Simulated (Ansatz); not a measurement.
Start from GaN (space group P4_2/mnm, No. 136; a = 5.4704 Å, c = 3.1829 Å; a hypothetical phase, not in the database extracts checked).

Perturbation: cell and atoms relaxed at a pressure of 10 GPa.

Levels (all Ansatz, a quantum-chemistry and plane-wave program, PAW): PBEsol (420 eV, no spin-orbit coupling); PBEsol+SOC (420 eV, spin-orbit coupling included).

The geometry is relaxed with PBEsol.

| Property | Result |
|---|---|
| PBEsol lowest conduction level above the VBM at special points | Γ 2.17 eV; X 4.40 eV; A 4.42 eV; M 4.80 eV |
| PBEsol electron mass | 0.20 mₑ (at Γ) |

Question: What does PBEsol+SOC give at this geometry for the lowest conduction level above the VBM at special points, electron mass and valence-band top at Γ?

Answer: The lowest conduction level above the VBM at special points goes from Γ 2.17 eV; X 4.40 eV; A 4.42 eV; M 4.80 eV to Γ 2.17 eV; X 4.39 eV; A 4.41 eV; M 4.79 eV; the electron mass remains 0.20 mₑ (at Γ); the valence-band top at Γ (three highest Kramers pairs, from the VBM) amounts to 0.00, -0.01, -0.17 eV.

Single points use the geometry relaxed with PBEsol. Differences between runs with and without spin-orbit coupling are approximate. The levels and masses belong to the bands next to the band gap. Load acts through the strain it causes; cell and atoms are relaxed under it. Effective masses come from finite differences of ±0.01 Å⁻¹. No phonon test of stability was made. Competing high-pressure phases were not computed.
